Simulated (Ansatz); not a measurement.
Consider KMgF₃ in the cubic perovskite structure (space group Pm-3m, No. 221; a = 3.991 Å). Axes: x, y, z lie along the cube axes.

Calculations: PBEsol (Ansatz, a first-principles code; PAW; 420 eV plane waves; without spin-orbit coupling).

Before the change:

```
Item                    Value
-------------  --------------
Pressure             0.01 GPa
Electron mass  0.51 mₑ (at Γ)
Band gap              7.12 eV
```

Now apply this change: tensile biaxial strain of 2.40 % in the plane normal to [001], as in epitaxy on a mismatched substrate; the out-of-plane cell vector and the atoms relax.

Q: What happens to the pressure?

A: The pressure (mean of the normal stresses, compression positive) decreases by 2.182 GPa to -2.18 GPa.

Q: Predict the new ratio −ε⊥/ε∥.

A: The ratio −ε⊥/ε∥ comes out as 0.53.

Q: Predict the new electron mass.

A: The electron mass stays 0.51 mₑ (at Γ).

Q: Predict the new band gap.

A: The band gap decreases by 0.26 eV to 6.86 eV.

Effective masses come from finite differences of ±0.01 Å⁻¹. Whether these cells are dynamically stable was not tested.
